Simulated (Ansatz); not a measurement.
Cubic perovskite BaHfO₃, treated with RPBE (Ansatz, a first-principles code, PAW).

Run with plane-wave cutoff 520 eV, 8×8×8 k mesh, Fermi–Dirac smearing 0.01 eV, scalar-relativistic PAW data made under PBE.

Energies at three volumes about the minimum:

```
V (Å³/atom)  E − E_lowest (meV/atom)
-----------  -----------------------
14.954                          2.82
15.259                          0.00
15.565                          2.66
```

**Question.** Fit a parabola by hand: where is the minimum, what lattice constant follows, and what is the bulk modulus?

**Answer.** Slopes: (0.00 − 2.82)/(15.259 − 14.954) = -9.246 and (2.66 − 0.00)/(15.565 − 15.259) = 8.693 meV/Å³. Curvature E″ = 2 × (8.693 − (-9.246))/(15.565 − 14.954) = 58.720 meV/Å⁶. From the middle of the first interval, the slope vanishes at V0 = 15.1065 − (-9.246)/58.720 = 15.264 Å³/atom. B = V0 E″ = 15.264 × 58.720 meV/Å³ × 0.1602 GPa per meV/Å³ = 144 GPa. With 5 atoms in the cube, a = (5 × 15.264)^(1/3) = 4.242 Å. The full Birch–Murnaghan fit to all volumes gives V0 = 15.258 Å³/atom and B0 = 144 GPa.

Measured, for comparison: lattice constant a 4.171 Å (room temperature, not corrected to a static lattice, our sources range from 4.171 to 4.180; as tabulated in Zhao et al. (2008), arXiv:0809.3506).
